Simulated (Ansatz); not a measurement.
The parent structure is BeS in the rock salt structure (space group Fm-3m, No. 225; a = 4.590 Å; a hypothetical phase, not in the database extracts checked). Axes: x, y, z lie along the cube axes.

Now apply this change: biaxial strain −3.51 %, plane normal [001], relaxed out of plane (Cartesian); in-plane vectors clamped, the third vector and the atoms free.

Levels (all Ansatz, an electronic-structure program, PAW): PBEsol (420 eV, scalar-relativistic without spin-orbit coupling); r2SCAN (500 eV, scalar-relativistic without spin-orbit coupling); HSE06 (420 eV, without spin-orbit coupling).

At the geometry relaxed with PBEsol, these levels gave the following band gaps, in shuffled order: (a) 1.40 eV, (b) 0.97 eV, (c) 0.62 eV.

### Question
Match each gap to its level.

### Answer
(a) HSE06; (b) r2SCAN; (c) PBEsol.

Single points use the geometry relaxed with PBEsol. HSE06 was sampled on its mesh, a few special points and the semilocal edge points, so its gap is an upper bound. Whether these cells are dynamically stable was not tested.
